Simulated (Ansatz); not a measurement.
Start from BeTe in the zinc blende structure (space group F-43m, No. 216; a = 5.554 Å). Axes: x, y, z lie along the cube axes.

The values are results of LDA/PAW in Ansatz (a program for electronic structure), without spin-orbit coupling, not measurements.

Now apply this change: a pure shear with ε_xy = ε_yx = 0.0143; the atoms relax in the strained cell.

### Question
Predict the stress tensor and what it implies for the stiffness.

### Answer
Stress of the strained cell less that of the base (GPa, compression positive):
```
   0.05   -1.53    0.00
  -1.53    0.05    0.00
   0.00    0.00   -0.01
```

Then −Δσ/γ with γ = 2ε = 0.0286 gives secant stiffness values (nonlinear terms included at this strain): C66 ≈ 53 GPa.

Stability against distortions was not tested.
